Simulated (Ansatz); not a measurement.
MgS: response to strain

The parent structure is MgS in the rock salt structure (space group Fm-3m, No. 225; a = 5.182 Å). Axes: x, y, z lie along the cube axes.

Strains are applied to the cell and any free atomic positions relax; under biaxial strain the out-of-plane vector relaxes too; under stress the whole cell relaxes.

Levels (all Ansatz, a first-principles code, PAW): PBEsol (420 eV, no spin-orbit coupling); r2SCAN (500 eV, no SOC); HSE06 (420 eV, spin-orbit coupling left out).

Band gaps by level, all at the geometries relaxed with PBEsol:

| case | PBEsol | r2SCAN | HSE06 |
|---|---|---|---|
| base | 2.73 eV | 3.49 eV | 3.83 eV |
| biaxial strain +0.99 %, plane normal [110], relaxed out of plane | 2.63 eV | 3.38 eV | 3.72 eV |
| isotropic strain −1.89 % | 2.84 eV | 3.61 eV | 3.97 eV |
| isotropic strain +1.06 % | 2.66 eV | 3.42 eV | 3.76 eV |
| strain tensor (xx, yy, zz, yz, xz, xy) = (+1.63, +1.73, +1.46, −0.68, +0.41, −0.89) % | 2.53 eV | 3.28 eV | 3.61 eV |
| uniaxial stress, 2 GPa compression along x | 2.66 eV | 3.42 eV | 3.76 eV |

A biaxial case was relaxed in a doubled cell and then solved in the primitive one. Single points use the geometry relaxed with PBEsol. The hybrid gap comes from the SCF mesh plus the semilocal run's edge points and a few special points and is an upper bound. Beyond what the load breaks, stability against distortions was not tested.
